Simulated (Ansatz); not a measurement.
Input:

```xyz
12
Lattice="6.8718 -0.0115 0.0078 -3.0249 6.1702 0.0078 1.9193 3.0727 3.6385" Properties=species:S:1:pos:R:3 pbc="T T T"
V     -0.3484     7.7020     2.7367
V      6.1145     1.5294     0.9174
Bi     4.6000     4.6112     2.7367
Bi     1.1662     4.6202     0.9174
O      3.6569     6.8710     2.3361
O      2.1092     2.3603     1.3180
O      2.1555     4.4672     3.1373
O      3.6107     4.7642     0.5168
O      6.0815     3.2134     1.3196
O     -0.3154     6.0180     2.3345
O      4.5867     0.8203     0.5153
O      1.1794     8.4111     3.1388
```

Space group of this cell: I4_1/a. The cell was relaxed by PBE-D3(BJ); by r2SCAN its mean pressure is -2.1 GPa.

Transport runs along the normal of the first two printed cell vectors, the (001) plane of the conventional cell.

The gap is the functional's own. No spin-orbit coupling. Mid-gap values are interpolated on the energy grid.

Predict the band gap and the smallest decay constant κ at mid-gap from Ansatz (a first-principles code) with r2SCAN.

Gap 2.42 eV on a 8×8×8 mesh; κ = 0.313 1/Å, at (0.167, 0.000) of the in-plane reciprocal vectors. At the zone centre, at the nearest computed energy, the slowest state has κ = 0.31 1/Å.
